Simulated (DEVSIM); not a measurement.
System: Ti/HfO2/n-Si capacitor, at 300 K.

```tsv
layer (left to right)	material	thickness (nm)	Nd (cm⁻³)
1	HfO2	5.90	-
2	Si	7500	5.9e15
```

Metal gate on the left, work function 4.33 eV. Fixed charge at the semiconductor interface 9.4e10 cm⁻² (in units of +e); no interface traps.

Constants are typed, rounded textbook-type inputs, not results; the design itself was drawn at random and stands for no fabricated device. Values at 300 K.

```tsv
parameter	HfO2	Si
gap (eV)	5.7	1.124
affinity (eV)	2.5	4.05
permittivity	22	11.7
Nc (cm⁻³)	-	2.86e19
Nv (cm⁻³)	-	3.1e19
```

Model (solved in DEVSIM): 1D Poisson equation in equilibrium, Boltzmann statistics, complete ionisation; no quantum confinement or tunnelling. Metal contacts follow the ideal Schottky-Mott rule: no Fermi-level pinning, no interface dipoles.

The gate work function was swept, all else fixed.

```tsv
gate work function (eV)	flat-band voltage (V)	threshold voltage (band bending 2φF) (V)
4.03	-0.24	-0.94
4.18	-0.09	-0.79
4.33	0.06	-0.64
4.48	0.21	-0.49
4.63	0.36	-0.34
```

From the first row to the last the flat-band voltage goes from -0.24 to 0.36. From the first row to the last the threshold voltage (band bending 2φF) goes from -0.94 to -0.34.
